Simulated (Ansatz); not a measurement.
The starting structures come from a database of crystals and need not be the phases stable at ambient conditions.

 Where the default PAW files enter, the runs use the earlier of Ansatz's two default sets.

Crystal: Mg(AlC)$_{2}$ (P-3m1, not sure to be the ambient phase, 5 atoms a cell, 11.6 Å³ an atom, -3 GPa at this level); planes in its conventional cell.

Level of theory: r2SCAN (plane waves, PAW; Ansatz, a first-principles code).

No gap correction and no spin-orbit coupling; mid-gap values are interpolated between computed energies.

| plane | area of the cell (Å²) | mid-gap κ (1/Å) | largest κ in the gap (1/Å) |
|---|---|---|---|
| (100) | 19.7 | 0.23 | 0.23 |
| (001) | 10.0 | (withheld) | (withheld) |
| (111) | 35.6 | (withheld) | (withheld) |
| (110) | 34.2 | (withheld) | (withheld) |

### Question
The slowest decay depends on the direction. Supply the withheld values.

### Answer

- (001), mid-gap κ (1/Å): 0.19
- (001), largest κ in the gap (1/Å): 0.20
- (111), mid-gap κ (1/Å): 0.22
- (111), largest κ in the gap (1/Å): 0.22
- (110), mid-gap κ (1/Å): 0.21
- (110), largest κ in the gap (1/Å): 0.22
